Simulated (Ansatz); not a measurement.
## What isotropic strain −0.59 % does to AlNi

The parent structure is AlNi in the CsCl type structure (space group Pm-3m, No. 221; a = 2.8930 Å; non-magnetic).

One thing is altered: every lattice vector is shortened by 0.59 %; the atoms relax in the strained cell.

Method: PBE (Ansatz, an electronic-structure program), spin-orbit coupling left out. Settings: 16×16×16 k-points, 0.05 eV Fermi–Dirac smearing.

The volume per atom falls by 0.213 Å³ (12.11 Å³ → 11.89 Å³) and the space group stays Pm-3m (No. 221). The shortest interatomic distance decreases by 0.0148 Å (2.505 Å → 2.491 Å) and the energy rises by 1.9 meV/atom. The pressure goes from zero to 2.9 GPa and the band gap stays zero.

Whether these cells are dynamically stable was not tested. Seeded moments were not kept for the base. The final runs are not spin-polarised.
